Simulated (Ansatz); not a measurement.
Tl₃AsS₄ (Pnma, No. 62)

Level of theory: LDA (PAW; Ansatz, a quantum-chemistry and plane-wave program).

Numerical settings: plane-wave cutoff 520 eV, 4×4×4 k mesh, Fermi–Dirac smearing 0.01 eV, scalar-relativistic PAW data made under PBE.

Cell (measured lattice):

```
CELL_PARAMETERS angstrom
      8.89400     0.00000     0.00000
      0.00000    10.85500     0.00000
      0.00000     0.00000     9.07900
ATOMIC_POSITIONS crystal
  Tl 0.06120 0.04940 0.19580
  Tl 0.43880 0.95060 0.69580
  Tl 0.56120 0.45060 0.30420
  Tl 0.93880 0.54940 0.80420
  Tl 0.93880 0.95060 0.80420
  Tl 0.56120 0.04940 0.30420
  Tl 0.43880 0.54940 0.69580
  Tl 0.06120 0.45060 0.19580
  Tl 0.38370 0.25000 0.89060
  Tl 0.11630 0.75000 0.39060
  Tl 0.88370 0.25000 0.60940
  Tl 0.61630 0.75000 0.10940
  As 0.28070 0.25000 0.47440
  As 0.21930 0.75000 0.97440
  As 0.78070 0.25000 0.02560
  As 0.71930 0.75000 0.52560
  S  0.30600 0.25000 0.23380
  S  0.19400 0.75000 0.73380
  S  0.80600 0.25000 0.26620
  S  0.69400 0.75000 0.76620
  S  0.00400 0.25000 0.93200
  S  0.49600 0.75000 0.43200
  S  0.50400 0.25000 0.56800
  S  0.99600 0.75000 0.06800
  S  0.15570 0.08690 0.53540
  S  0.34430 0.91310 0.03540
  S  0.65570 0.41310 0.96460
  S  0.84430 0.58690 0.46460
  S  0.84430 0.91310 0.46460
  S  0.65570 0.08690 0.96460
  S  0.34430 0.58690 0.03540
  S  0.15570 0.41310 0.53540
```

For Tl₃AsS₄ (Pnma, No. 62), the band gap comes out as 1.38 eV. The smallest direct gap on the k points sampled is 1.41 eV and the Γ–Γ gap is 1.50 eV.

Measured, for comparison: band gap 2.06 ± 0.1 eV (temperature not stated, not corrected to a static lattice, crystals; values from its Ref. 18; as tabulated in Spesyvykh et al. (2024), doi:10.15330/pcss.25.4.795-800).

Note: cell and atoms aren't relaxed at this level (largest force component 0.25 eV/Å, pressure -1.9 GPa).

Spin–orbit coupling is not included; with these elements it can move the gap by several tenths of an eV or more.
